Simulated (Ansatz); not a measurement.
Density of states of monolayer MoS$_{2}$ above the conduction band minimum, HSE06, rigid bands in Ansatz (a first-principles code); cell area 8.78 Å².

```csv
energy from edge (eV),10⁻³ states/eV/cell
0.006,287
0.031,294
0.056,299
0.081,319
0.106,330
0.131,345
0.156,361
0.181,370
0.206,399
0.231,401
0.256,425
0.281,449
0.319,487
0.344,506
0.369,528
0.394,547
0.419,1990
0.444,2530
0.469,2680
0.494,2810
0.519,2980
0.544,3270
0.569,3660
0.594,4040
```

Task: What effective density of states at 300 K does this give (∫ g(E) exp(−E/k_BT) dE, both spins, divided by the cell's size)?

Result: 8.8e12 cm⁻².

Spin-orbit coupling is left out. Geometry: cell and atoms relaxed with PBE.
